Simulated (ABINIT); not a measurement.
**How a calculation on Al₂Cu (I4/mcm, 6 atoms in the cell) responds to its settings**

```xyz
6
Lattice="-2.9422 2.9422 2.3475 2.9422 -2.9422 2.3475 2.9422 2.9422 -2.3475" Properties=species:S:1:pos:R:3 pbc="T T T"
Al     0.9333     2.0089     2.3475
Al     2.0089     0.9333     0.0000
Al     0.9333     3.8756     0.0000
Al     2.0089    -0.9333     2.3475
Cu     0.0000     0.0000     1.1738
Cu     0.0000     0.0000     3.5213
```

Base run A: PBE, PAW (JTH v2.0 PBE PAW) in ABINIT, self-consistent single point.

Its settings: pseudos = [Al.GGA_PBE-JTH.xml, Cu.GGA_PBE-JTH.xml]; ecut = 30 Ha; pawecutdg = 60 Ha; occopt = 6; tsmear = 0.00367493 Ha; ngkpt = 5 5 5; nshiftk = 1; shiftk = 0 0 0; potentials = JTH v2.0 PBE PAW; nband = 33; kptopt = 1; nstep = 50; tolvrs = 1e-10.

The starting cell comes from a database of computed structures (which also holds hypothetical and non-ambient phases and stackings), without a prior relaxation at this level. Its lattice was rescaled by a random factor within 2.5 % of one. Spin polarisation is off. In the base run, with a pressure of about 11 GPa the cell is away from its equilibrium volume at this level.

ΔF is the free energy per atom less that of run A. 

These are the values that this program gave, and no reference: the one-centre exchange-correlation terms come from a truncated expansion.

```tsv
run	tsmear, ngkpt	ΔF (meV/atom)	pressure (GPa)	largest force (eV/Å)	TS (meV/atom)	k-points
A	0.00367493 Ha, 5 5 5	0.00	11.15	0.037	-0.3	18
B	0.00110248 Ha, 4 4 4	37.3	11.69	0.173	0.2	13
C	0.00367493 Ha, 4 4 4	37.3	11.73	0.178	-0.1	13
D	0.0110248 Ha, 4 4 4	37.5	11.67	0.156	0.5	13
E	0.00110248 Ha, 5 5 5	-0.03	11.10	0.037	0.0	18
F	0.0110248 Ha, 5 5 5	-0.15	11.27	0.054	0.4	18
```

Run F against A: The free energy stays essentially unchanged (within 1 meV/atom), the pressure goes from 11.15 to 11.27 GPa and the largest force goes from 0.037 to 0.054 eV/Å.

Run B against A: The free energy rises by 37.3 meV/atom, the pressure goes from 11.15 to 11.69 GPa and the largest force goes from 0.037 to 0.173 eV/Å.

Run D against A: The free energy rises by 37.5 meV/atom, the pressure goes from 11.15 to 11.67 GPa and the largest force goes from 0.037 to 0.156 eV/Å.
